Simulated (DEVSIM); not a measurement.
Structure: abrupt Ge n-p junction, at 350 K.

```tsv
layer (left to right)	material	thickness (μm)	Nd (cm⁻³)	Na (cm⁻³)	τn (s)	τp (s)
1	Ge	9.30	1.9e15	-	2.4e-7	2.4e-7
2	Ge	25.0	-	1.4e16	2.4e-7	2.4e-7
```

Left contact: ohmic. Right contact: ohmic. Voltage is applied to the left contact. Recombination: SRH at mid-gap, radiative, Auger. Mobility is μmin + (μ − μmin)/(1 + (N/Nref)^α).

This is a model device: material constants are rounded textbook-type values typed into the input, and sizes, dopings and lifetimes were drawn at random. Values at 300 K; Nc and Nv go as T^1.5, mobilities as T to minus their exponent, the gap by Varshni's rule with the affinity fixed.

```csv
parameter,Ge
gap (eV),0.664
affinity (eV),4
permittivity,16
Nc (cm⁻³),1.04e19
Nv (cm⁻³),6e18
μn (cm²/Vs),3900
μp (cm²/Vs),1900
"μn,min",150
"μp,min",100
"Nref,n",2.6e17
"Nref,p",4e17
αn,0.56
αp,0.6
T exponent of μn,1.66
T exponent of μp,2.33
B (cm³/s),6.4e-14
Cn (cm⁶/s),1e-31
Cp (cm⁶/s),1e-31
Varshni α (eV/K),0.000477
Varshni β (K),235
```

Simulated with DEVSIM: 1D drift-diffusion, Boltzmann statistics, complete ionisation; no tunnelling, impact ionisation, image-force lowering or self-heating.

The doping Nd of layer 1 was swept, all else fixed.

```
doping Nd of layer 1 (cm^-3)  largest field in the device at zero bias (V/cm)  dark forward voltage at 100 A/cm² (V)  potential step across the device at zero bias (V)
----------------------------  -----------------------------------------------  -------------------------------------  -------------------------------------------------
5.7e13                                                                   5800                                  0.285                                              0.128
1.9e14                                                                   6000                                  0.284                                              0.136
5.7e14                                                                   6500                                  0.281                                              0.156
1.9e15                                                                   8300                                  0.279                                              0.188
5.7e15                                                                  12000                                  0.278                                              0.221
1.9e16                                                                  19000                                  0.278                                              0.257
5.7e16                                                                  25000                                  0.277                                              0.291
```

From the first row to the last the largest field in the device at zero bias goes from 5800 to 25000. From the first row to the last the dark forward voltage at 100 A/cm² goes from 0.285 to 0.277.
